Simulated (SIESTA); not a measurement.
Worked example: self-consistent single point of Y₆CoBi₂ (P-62m, 9 atoms in the cell) in SIESTA.

Method: GGA PBEsol, numerical atomic orbitals DZP, PseudoDojo PBEsol standard norm-conserving potentials (rewritten from UPF to PSML) run with SIESTA 5.4.2.

```
CELL_PARAMETERS angstrom
      8.42135     0.00000     0.00000
     -4.21068     7.29310     0.00000
      0.00000     0.00000     4.11703
ATOMIC_POSITIONS crystal
  Y  0.23210 0.00000 0.00000
  Y  0.76790 0.76790 0.00000
  Y  0.00000 0.23210 0.00000
  Y  0.00000 0.60517 0.50000
  Y  0.60517 0.00000 0.50000
  Y  0.39483 0.39483 0.50000
  Co 0.00000 0.00000 0.50000
  Bi 0.33333 0.66667 0.00000
  Bi 0.66667 0.33333 0.00000
```

Reference input (self-consistent single point, DFT, GGA PBEsol, numerical atomic orbitals DZP, PseudoDojo PBEsol standard norm-conserving potentials (rewritten from UPF to PSML)): XC.functional = GGA; XC.authors = PBEsol; potentials = PseudoDojo PBEsol standard; PAO.BasisSize = DZP; PAO.EnergyShift = 0.01 Ry; MeshCutoff = 350 Ry; kgrid.MonkhorstPack = 3 3 5; OccupationFunction = MP; OccupationMPOrder = 0; ElectronicTemperature = 3156.43 K; MaxSCFIterations = 150; SCF.Mixer.Method = Pulay. This run's input differs from it in these lines:

```diff
@@ -36,5 +36,5 @@
 %block kgrid.MonkhorstPack
-    3   0   0  0.0
-    0   3   0  0.0
-    0   0   5  0.0
+    4   0   0  0.0
+    0   4   0  0.0
+    0   0   7  0.0
 %endblock kgrid.MonkhorstPack
```

Output (repeated stretches shortened):

```
        iscf     Eharris(eV)        E_KS(eV)     FreeEng(eV)     dDmax    Ef(eV) dHmax(eV)
   scf:    1   -14989.083600   -15175.657933   -15175.988119  1.684203 -3.847816 65.525751
   scf:    2   -14669.297179   -15118.690826   -15119.186946  0.701971 -4.365470 91.042297
   scf:    3   -15275.662484   -15210.907281   -15211.328013  0.666485 -4.263520 51.411747
   scf:    4   -15276.584080   -15252.524492   -15252.934975  0.195497 -4.259408 17.953672
   scf:    5   -13863.597811   -14824.373687   -14824.592878  1.859558 -3.648704149.085785
   [... 10 lines left out ...]
   scf:   16   -15259.698179   -15259.698279   -15260.112540  0.000842 -4.337946  0.037897
   scf:   17   -15259.698298   -15259.698297   -15260.112567  0.000261 -4.338155  0.006941
   scf:   18   -15259.698297   -15259.698298   -15260.112567  0.000085 -4.338232  0.001811
   scf:   19   -15259.698298   -15259.698298   -15260.112567  0.000061 -4.338267  0.000373
SCF Convergence by DM+H criterion
max |DM_out - DM_in|         :     0.0000613313
max |H_out - H_in|      (eV) :     0.0003732596
SCF cycle converged after 19 iterations

Using DM_out to compute the final energy and forces

siesta: E_KS(eV) =           -15259.6983

siesta: E_KS - E_eggbox =    -15259.6983

siesta: Atomic forces (eV/Ang):
     1   -0.182249    0.000001   -0.000000
     2    0.091122    0.157828    0.000000
     3    0.091125   -0.157832    0.000000
     4    0.021833   -0.037825   -0.000000
     5   -0.043674   -0.000005   -0.000000
     6    0.021848    0.037842   -0.000000
     7   -0.000003   -0.000004   -0.000000
     8    0.000033   -0.000022    0.000000
     9   -0.000036    0.000017    0.000000
   Tot    0.000000   -0.000000   -0.000000
   Max    0.182249
   Res    0.062470    sqrt( Sum f_i^2 / 3N )
   [... lines left out ...]
siesta: FreeEng =    -15260.112567
siesta: Cell volume =        252.858814 Ang**3
siesta:         -37.84932430        -38.19992455  kBar
   [... lines left out ...]

mulliken: Qtot =      113.000

Mulliken Atomic Populations:
Atom #   charge [q] valence [e]  Species
     1    -0.144266   11.144266  Y
     2    -0.144269   11.144269  Y
     3    -0.144266   11.144266  Y
     4     0.179372   10.820628  Y
     5     0.179372   10.820628  Y
     6     0.179391   10.820609  Y
     7     0.395647   16.604353  Co
     8    -0.250491   15.250491  Bi
     9    -0.250491   15.250491  Bi
 Total     0.000000
```

The run converged in 19 iterations. Against the reference run the free energy falls by 2.6 meV/atom, the pressure moves little (-3.81 to -3.78 GPa) and the largest force goes from 0.191 to 0.182 eV/Å.

The starting cell comes from a database of computed structures (which also holds hypothetical and non-ambient phases and stackings), without a prior relaxation at this level. Spin polarisation is off. Values carry the incompleteness of an atom-centred basis. With a pressure of about -4 GPa the cell is away from its equilibrium volume at this level.

Cost on one core of a shared machine: roughly 4 min.
